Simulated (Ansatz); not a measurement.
## What tensor shear ε_xy = +0.57 % does to PbS

Start from PbS in the rock salt structure (space group Fm-3m, No. 225; a = 5.9747 Å). Axes: x, y, z lie along the cube axes.

Perturbation: a pure shear with ε_xy = ε_yx = 0.0057; the atoms relax in the strained cell.

The values are results of r2SCAN (Ansatz, a quantum-chemistry and plane-wave program, PAW, no spin-orbit coupling), not measurements. Γ-centred 10×10×10 mesh, Fermi–Dirac width 0.05 eV.

The volume per atom is still 26.66 Å³ and the space group becomes Immm (No. 71) (base: Fm-3m (No. 225)). The energy hardly moves and the pressure (mean of the normal stresses, compression positive) stays -0.01 GPa. The band gap shrinks by 0.056 eV (0.69 eV → 0.64 eV) and the gap character amounts to indirect, S → R. The smallest direct gap hardly moves (0.69 eV against 0.68 eV) and the valley order (the lowest conduction-band minima on the path, energy above the VBM, named in the base's zone) becomes L along [1-11] 0.64 eV; L along [111] 0.70 eV; a point along [1-10], about 0.7 Å⁻¹ from Γ 1.57 eV; a point along [110], about 0.7 Å⁻¹ from Γ 1.69 eV (base: L along ⟨111⟩ 0.69 eV; a point along ⟨110⟩, about 0.6 Å⁻¹ from Γ 1.58 eV). The stress (xx, yy, zz, yz, xz, xy; compression positive) comes out as (-0.01, -0.01, -0.01, 0.00, 0.00, -0.23) GPa.

Spin-orbit coupling, missing from the scalar runs, can matter with Pb. Whether these cells are dynamically stable was not tested. Labels are those of the standard path for the cell's own space group.
